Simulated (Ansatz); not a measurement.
Worked example: relaxation of cell and atoms of SrC2 (C2/c, 6 atoms in the cell) in Ansatz (a quantum-chemistry and plane-wave program).

Method: LDA (PW92), default PAW files made with PBE (plane waves; Ansatz).

The change in words: atoms on their sites; basis.ecutwfc: 420 eV → 840 eV; relax: default → cell and atoms. Reference geometry:
```yaml
crystal:
  lattice:
    - [3.54678, -2.22691, 0.00000]
    - [3.54678, 2.22691, 0.00000]
    - [-2.39740, 0.00000, 7.45146]
  atoms:
    - { symbol: Sr, position: [0.18110, 0.82344, 0.75671] }
    - { symbol: Sr, position: [0.82117, 0.17883, 0.25000] }
    - { symbol: C, position: [0.42227, 0.12839, 0.55761] }
    - { symbol: C, position: [0.57773, 0.87161, 0.44239] }
    - { symbol: C, position: [0.87161, 0.57773, 0.94239] }
    - { symbol: C, position: [0.12839, 0.42227, 0.05761] }
```

Reference input (self-consistent single point, DFT, LDA (PW92), plane waves, default PAW files made with PBE): basis.ecutwfc = 420 eV; kpoints.mp_grid.grid = 5 5 2; hamiltonian.xc = lda; hamiltonian.pseudopotentials = {kind: paw} (the program's default PAW files); scf.occupations.method = fermi_dirac; scf.occupations.width = 0.01 eV. This run's input differs from it in these lines:

Ansatz 0.2 input:
```diff
@@ -7,3 +7,3 @@
   atoms:
-    - { symbol: Sr, position_ang: [1.74872989, 1.43043594, 5.63859808] }
+    - { symbol: Sr, position_ang: [1.74872825, 1.43043594, 5.58859875] }
     - { symbol: Sr, position_ang: [2.94742675, -1.43043594, 1.86286625] }
@@ -14,3 +14,3 @@
 basis:
-  ecutwfc: 420.0
+  ecutwfc: 840.0
 kpoints:
@@ -22,2 +22,4 @@
   occupations: { method: fermi_dirac, width: 0.01 }
+relax:
+  cell: {}
 output:
```

Output, abridged:

```
   [... SCF lines of the steps left out ...]
relax step   1: F+E_penalty+E_count = -7859.81093552 eV  Δ(F+E_penalty+E_count) = +0.000e0 eV  max|allowed force component| = 3.128e-1 eV/Å  Δτ_max = 0.0000 Å  P = -4.641 GPa  Ω = 117.709 Å³  (6 SCF iters, dr2 threshold 1.00e-7 eV, accepted)
relax step   2: F+E_penalty+E_count = -7859.87420898 eV  Δ(F+E_penalty+E_count) = -6.327e-2 eV  max|allowed force component| = 3.116e-1 eV/Å  Δτ_max = 0.0301 Å  P = +3.559 GPa  Ω = 101.986 Å³  energy of the carried Pulay correction = +5.233e-5 eV  [...]
   [... lines left out ...]
relax step   6: F+E_penalty+E_count = -7859.95333598 eV  Δ(F+E_penalty+E_count) = -7.278e-5 eV  max|allowed force component| = 7.447e-3 eV/Å  Δτ_max = 0.0023 Å  P = +0.031 GPa  Ω = 107.737 Å³  energy of the carried Pulay correction = +3.234e-5 eV  [...]
relax step   7: F+E_penalty+E_count = -7859.95330032 eV  Δ(F+E_penalty+E_count) = +3.566e-5 eV  max|allowed force component| = 7.462e-3 eV/Å  Δτ_max = 0.0000 Å  P = +0.031 GPa  Ω = 107.737 Å³  stress off target by 4.72e-2 GPa  SCF on the basis [...]
basis re-selected at this cell: Δ(F+E_penalty+E_count) = +3.566e-5 eV, ΔP = +0.000 GPa vs the last step
the relaxation is at rest under the 4 symmetry operations that the run kept from its start: a minimum is not shown …
Stability not checked: this state was not tested for a lower state beside it, because too few of the mixer's solves of this state at the end of the SCF gave a …
Free energy (F): -7859.953300 eV
Internal energy: -7859.953300 eV  (E = F + TS)
   [... lines left out ...]
Fermi energy:    5.700401 eV
  cell:  # Å, volume = 107.7372 Å³
   [... lines left out ...]
    - { symbol: C, position: [0.4218200217709166, 0.1310168564580391, 0.5590172742496557] }
    - { symbol: C, position: [0.5781799782290835, 0.868983143541961, 0.4409827257503442] }
    - { symbol: C, position: [0.868983143541961, 0.5781799782290835, 0.9409827257503444] }
    - { symbol: C, position: [0.13101685645803907, 0.4218200217709166, 0.05901727424965583] }
```

The run converged. 

Summary of the result:
| Property | Result |
|---|---|
| Free energy E − TS (on the zero of these files) | -7859.9533 eV |
| Top of the valence band (on the code's own zero) | 4.62 eV |
| Gap on the k-point mesh | 2.15 eV |
| Pressure | 0.03 GPa |
| Largest force (vector length) | 0.009 eV/Å |
| Final cell | a = 4.0506 Å, b = 4.0506 Å, c = 7.6334 Å, α = 104.84°, β = 104.84°, γ = 64.51° |
| Final volume per atom | 17.96 Å³ |
| Relaxation steps | 7 |

The starting cell comes from a database of computed structures (which also holds hypothetical and non-ambient phases and stackings), without a prior relaxation at this level. Its lattice was rescaled by up to half a per cent. The relaxation keeps the symmetry of its start, so its end need not be a minimum. Ansatz's pressure includes its estimate of the finite-basis (Pulay) stress.

Cost on one core of a shared machine: roughly 50 s.
